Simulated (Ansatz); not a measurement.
Defect: N vacancy in wurtzite AlN strained by -1.5 % along x and y, z held, charge state +1. All values below come from PBE, PAW (plane waves to 420 eV; Ansatz, a program for electronic structure).

Cell of 72 host sites held at the strained lattice (strain from the relaxed PBE one, atoms relaxed); a 2×2×2 k-point mesh shifted by half a step along c; Fermi-Dirac width 0.01 eV, spin-restricted; finite-size errors left in. No zero-point or tunnelling terms. The charge state is imposed; whether it is stable for some Fermi level was not computed. Forms of the defect that were not tried may lie lower.

The step: a nearby N atom hops onto the vacant site. Atoms about the jump, Cartesian Å from the middle of the jump, before and after:

| atom | x0 | y0 | z0 | x1 | y1 | z1 |
|---|---|---|---|---|---|---|
| N1 | -0.77 | 0.44 | 1.24 | 0.77 | -0.44 | -1.24 |
| Al2 | -0.80 | 0.46 | -0.64 | -0.78 | 0.45 | -0.73 |
| Al3 | 0.77 | -0.44 | 1.87 | 0.79 | -0.45 | 1.87 |
| Al4 | 0.77 | -2.24 | -0.64 | 0.76 | -2.23 | -0.66 |
| Al5 | 2.33 | 0.46 | -0.64 | 2.32 | 0.45 | -0.66 |
| N6 | 0.77 | -2.21 | 1.24 | 0.76 | -2.21 | 1.25 |
| N7 | 2.30 | 0.44 | 1.24 | 2.30 | 0.45 | 1.25 |
| Al8 | -2.32 | -0.45 | 1.86 | -2.34 | -0.45 | 1.87 |
| Al9 | -0.77 | 2.23 | 1.86 | -0.78 | 2.25 | 1.87 |
| N10 | -2.31 | -0.45 | -1.26 | -2.32 | -0.44 | -1.24 |
| N11 | -0.77 | 2.22 | -1.26 | -0.78 | 2.23 | -1.24 |

Give the saddle-point geometry and the barrier.


| atom | x | y | z |
|---|---|---|---|
| N1 | 0.10 | -0.06 | 0.23 |
| Al2 | -0.87 | 0.50 | -1.12 |
| Al3 | 0.92 | -0.53 | 1.83 |
| Al4 | 0.67 | -2.12 | -0.53 |
| Al5 | 2.17 | 0.48 | -0.53 |
| N6 | 0.84 | -2.34 | 1.34 |
| N7 | 2.45 | 0.44 | 1.34 |
| Al8 | -2.29 | -0.48 | 1.87 |
| Al9 | -0.73 | 2.22 | 1.87 |
| N10 | -2.43 | -0.44 | -1.35 |
| N11 | -0.84 | 2.32 | -1.34 |
It lies 4.53 eV above the start and 4.53 eV above the end. The saddle point's order was not checked, and it lies on a symmetry element of the cell, where a band can be held.
